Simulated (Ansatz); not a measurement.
## Nb, response to strain

The parent structure is Nb in the bcc (W type) structure (space group Im-3m, No. 229; relaxed with 0.1 eV smearing).

```
CELL_PARAMETERS angstrom
     -1.62421     1.62421     1.62421
      1.62421    -1.62421     1.62421
      1.62421     1.62421    -1.62421
ATOMIC_POSITIONS crystal
  Nb 0.00000 0.00000 0.00000
```

Cartesian axes are those of the cell as printed.

Strains are applied to the cell and any free atomic positions relax.

Calculations: plane-wave PAW DFT at the LDA level (Ansatz, a program for electronic structure, 420 eV), scalar-relativistic without spin-orbit coupling.

Notes on the quantities. energy relative to the base: free energy F; pressure: mean of the normal stresses, compression positive.

```
variant                      volume per atom  energy relative to the base  pressure
---------------------------  ---------------  ---------------------------  --------
base                                17.14 Å³                   0 meV/atom   0.0 GPa
tensor shear ε_xy = +1.14 %         17.14 Å³                +0.3 meV/atom   0.0 GPa
tensor shear ε_xy = +2.00 %         17.13 Å³                +0.9 meV/atom   0.1 GPa
tensor shear ε_xy = +0.29 %         17.14 Å³                 0.0 meV/atom   0.0 GPa
tensor shear ε_xy = +0.57 %         17.14 Å³                +0.1 meV/atom   0.0 GPa
tensor shear ε_xy = +1.71 %         17.13 Å³                +0.6 meV/atom   0.1 GPa
tensor shear ε_xy = +0.86 %         17.14 Å³                +0.2 meV/atom   0.0 GPa
tensor shear ε_xy = +1.43 %         17.14 Å³                +0.4 meV/atom   0.1 GPa
```

No phonon test of stability was made. The final runs are not spin-polarised.
